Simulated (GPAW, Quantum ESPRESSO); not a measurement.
A GPAW input for a self-consistent single point of NiSi₂ (Fm-3m, 3 atoms in the cell) (DFT PBEsol, plane waves, GPAW PAW datasets PBEsol (made by gpaw-setup)):

```python
from ase import Atoms
from ase.units import GPa
from gpaw import GPAW

atoms = Atoms(['Si', 'Si', 'Ni'],
              cell=[[0.000000, 2.705000, 2.705000],
                    [2.705000, 0.000000, 2.705000],
                    [2.705000, 2.705000, 0.000000]],
              positions=[[1.352500, 1.352500, 1.352500],
                         [4.057500, 4.057500, 4.057500],
                         [0.000000, 0.000000, 0.000000]],
              pbc=True)

calc = GPAW(mode={'name': 'pw', 'ecut': 800},
            xc='PBEsol',
            kpts=(11, 11, 11),
            occupations={'name': 'fermi-dirac', 'width': 0.136},
            nbands=-11,
            convergence={'forces': 0.001},
            symmetry={'symmorphic': False, 'tolerance': 0.0005},
            maxiter=120)

atoms.calc = calc

energy = atoms.get_potential_energy()
print('Energy (eV):', round(energy, 6))
forces = atoms.get_forces()
print('Forces (eV/Ang):')
print(forces.round(5))
stress = atoms.get_stress()
print('Stress (GPa, Voigt):', (stress / GPa).round(4))
```

Translate this input to Quantum ESPRESSO.

One input that does it (others would too):

```fortran
&control
    calculation = 'scf'
    prefix = 'run'
    outdir = './out'
    pseudo_dir = './'
    verbosity = 'high'
    tprnfor = .true.
    tstress = .true.
/
&system
    ibrav = 0
    nat = 3
    ntyp = 2
    ecutwfc = 50
    ecutrho = 400
    occupations = 'smearing'
    smearing = 'fd'
    degauss = 0.0099958
    input_dft = 'pbesol'
/
&electrons
    conv_thr = 1e-10
/
ATOMIC_SPECIES
Si    28.0850  Si.pbe-n-rrkjus_psl.1.0.0.UPF
Ni    58.6934  ni_pbe_v1.4.uspp.F.UPF
ATOMIC_POSITIONS crystal
Si    0.2500000000    0.2500000000    0.2500000000
Si    0.7500000000    0.7500000000    0.7500000000
Ni    0.0000000000    0.0000000000    0.0000000000
K_POINTS automatic
11 11 11  0 0 0
CELL_PARAMETERS angstrom
   0.0000000000     2.7050000000     2.7050000000
   2.7050000000     0.0000000000     2.7050000000
   2.7050000000     2.7050000000     0.0000000000
```

Basis, cutoffs, solver keys and any potentials are the target program's own. This input uses DFT, PBEsol, plane waves, SSSP 1.1.2 efficiency (PBE) pseudopotentials. Both were run: pressure -0.39 GPa in GPAW and -1.23 in Quantum ESPRESSO.

On Quantum ESPRESSO: the starting cell has typed, rounded lattice constants, without a prior relaxation at this level. Spin polarisation is off.

On GPAW: the starting cell has typed, rounded lattice constants, without a prior relaxation at this level. Spin polarisation is off.
